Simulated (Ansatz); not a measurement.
Start from SiC (space group P6_3mc, No. 186).

```yaml
crystal:
  lattice:
    - [3.05845, 0.00000, 0.00000]
    - [-1.52923, 2.64870, 0.00000]
    - [0.00000, 0.00000, 10.01200]
  atoms:
    - { symbol: Si, position: [0.00000, 0.00000, 0.50031] }
    - { symbol: Si, position: [0.00000, 0.00000, 0.00031] }
    - { symbol: Si, position: [0.33333, 0.66667, 0.25025] }
    - { symbol: Si, position: [0.66667, 0.33333, 0.75025] }
    - { symbol: C, position: [0.00000, 0.00000, 0.31286] }
    - { symbol: C, position: [0.00000, 0.00000, 0.81286] }
    - { symbol: C, position: [0.33333, 0.66667, 0.06221] }
    - { symbol: C, position: [0.66667, 0.33333, 0.56221] }
```

Cartesian axes are those of the cell as printed.

Level of theory: LDA (Ansatz, a first-principles code, PAW, no spin-orbit coupling).

Strains are applied to the cell and any free atomic positions relax; under biaxial strain the out-of-plane vector relaxes too.

One change was made to it. Results:

```tsv
quantity	base	after
gap character	indirect, Γ → M	indirect, Γ → M
band gap	2.18 eV	1.90 eV
```

### Question
Name the change that was made.
A. biaxial strain −2.25 %, plane normal [001], relaxed out of plane
B. biaxial strain −1.50 %, plane normal [001], relaxed out of plane
C. biaxial strain −3.00 %, plane normal [001], relaxed out of plane

### Answer
C, biaxial strain −3.00 %, plane normal [001], relaxed out of plane. For comparison, the band gap in the other runs: biaxial strain −1.50 %, plane normal [001], relaxed out of plane gives 2.06 eV; biaxial strain −2.25 %, plane normal [001], relaxed out of plane gives 1.98 eV.

Whether these cells are dynamically stable was not tested.
